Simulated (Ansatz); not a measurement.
```xyz
2
Lattice="0.0000 2.5321 2.5321 2.5321 0.0000 2.5321 2.5321 2.5321 0.0000" Properties=species:S:1:pos:R:3 pbc="T T T"
Sr     2.5321     2.5321     2.5321
O      0.0000     0.0000     0.0000
```

Question: List the harmonic phonon frequencies (cm⁻¹; finite displacements on a 6×6×6 mesh, LDA density-functional theory in Ansatz (plane waves, PAW), k mesh 12×12×12) at q = (0.000, 0.333, 0.333), (0.000, 0.167, -0.333), (0.000, -0.500, -0.500), in fractions of this cell's reciprocal vectors. At Γ leave out the LO-TO shift.

Answer: 
- (0.000, 0.333, 0.333): 110, 110, 186, 242, 242, 374
- (0.000, 0.167, -0.333): 111, 131, 207, 273, 282, 420
- (0.000, -0.500, -0.500): 126, 126, 198, 242, 242, 311

The PAW data sets were generated under PBE and serve the other functionals too.

Ansatz is a first-principles code.
